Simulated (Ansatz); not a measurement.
**A computed series for SiO2: pressure series**

Start from SiO$_{2}$ in the rutile structure (space group P4_2/mnm, No. 136; a = 4.2359 Å, c = 2.6899 Å).

Cell and atoms are relaxed at each pressure.

Method: plane-wave PAW DFT at the PBE level (Ansatz, a quantum-chemistry and plane-wave program, 420 eV), no spin-orbit coupling, earlier PAW set.

```csv
case,band gap,lattice parameter a,hole mass,width of the top valence band
base,5.05 eV,4.236 Å,"1.9 mₑ along c, 1.1 mₑ across (at Γ)",2.56 eV
pressure −2 GPa,4.94 eV,4.250 Å,"2.0 mₑ along c, 1.1 mₑ across (at Γ)",2.54 eV
pressure −1 GPa,5.00 eV,4.243 Å,"2.0 mₑ along c, 1.1 mₑ across (at Γ)",2.55 eV
pressure 0.9 GPa,5.10 eV,4.230 Å,–,2.57 eV
pressure 2.1 GPa,5.17 eV,4.222 Å,"1.9 mₑ along c, 1.1 mₑ across (at Γ)",2.58 eV
pressure 4.5 GPa,5.29 eV,4.207 Å,"1.8 mₑ along c, 1.1 mₑ across (at Γ)",2.61 eV
pressure 9 GPa,5.52 eV,4.181 Å,"1.8 mₑ along c, 1.1 mₑ across (at Γ)",2.66 eV
pressure 15 GPa,5.82 eV,4.151 Å,"1.7 mₑ along c, 1.1 mₑ across (at Γ)",2.72 eV
pressure 22.5 GPa,6.17 eV,4.117 Å,"1.6 mₑ along c, 1.1 mₑ across (at Γ)",2.79 eV
pressure 30 GPa,6.50 eV,4.087 Å,–,2.85 eV
```

Load acts through the strain it causes; cell and atoms are relaxed under it. Effective masses come from finite differences of ±0.01 Å⁻¹. Stability against distortions was not tested. No other phases were tried under pressure.
